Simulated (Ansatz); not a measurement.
Functionals compared on NH3 on the 1x1 (110) surface of bcc W, one in a 2x2 cell, started at the site 'bridge W-W (span 3.2 Å)', in Ansatz (plane waves, PAW). The structure was relaxed with PBE; the other rows are single points on it, each with its references at the same level. Cutoff 420 eV (500 eV for r2SCAN).

Slab: 20 atoms, 6.6 Å thick at the start under the adsorbate (thin: gaps and levels are the slab's own); k 6x6x1, smearing 0.1 eV, dipole-corrected; 8 atoms held, the rest relaxed; no symmetry held; no spin, no spin-orbit, no U, no dispersion correction. At the end it is bonded to W. In PBE it is, or lies within 0.03 eV of, the lowest of the starts that converged. These notes are the PBE run's. Adsorption energies are against NH3(g). A negative adsorption energy means that the adsorbate is more stable on the surface than in its reference.

| functional | adsorption energy (eV) | work function of the top face (eV) | change of the work function (eV) | rough cost of the single point |
|---|---|---|---|---|
| PBE | -0.86 | 2.60 | -2.22 | – |
| RPBE | -0.60 | 2.51 | -2.18 | around 3 core-minutes (rough) |
| r2SCAN | -0.98 | 2.53 | -2.36 | around 6 core-minutes (rough) |

Ansatz is a quantum-chemistry and plane-wave program.
